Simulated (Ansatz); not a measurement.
Seebeck coefficient (μV/K, mean over directions) of n-type CsLuS2 (P6_3/mmc) against carrier density, Ansatz (a first-principles code) with PBEsol, rigid bands. Computed gap 1.93 eV; densities at which minority carriers matter at this gap, or further valleys turn the trend, are left out. Conductivity mass 0.45 mₑ (harmonic mean over directions), N_c = 2.6e19 cm⁻³ at 300 K.

| electron density | 300 K | 500 K |
|---|---|---|
| 1e16 cm⁻³ | -898 | -965 |
| 1e17 cm⁻³ | -700 | -767 |
| 1e18 cm⁻³ | -502 | -568 |
| 3e18 cm⁻³ | -407 | -474 |
| 1e19 cm⁻³ | -306 | -371 |
| 3e19 cm⁻³ | -216 | ? |
| 1e20 cm⁻³ | -129 | ? |
| 3e20 cm⁻³ | ? | -110 |
| 1e21 cm⁻³ | -33 | -55 |

Q: Fill in the missing entries.

A: 
- 3e19 cm⁻³, 500 K: -279
- 1e20 cm⁻³, 500 K: -184
- 3e20 cm⁻³, 300 K: -70

Rigid bands with a gap fixed in temperature, one relaxation time for all states, no polarons or phonon drag, and whether or not such doping can be reached. Spin-orbit coupling is left out.

Computed structure with no diffraction record at hand here (it may be known, metastable or hypothetical): CsLuS2 (P6_3/mmc).
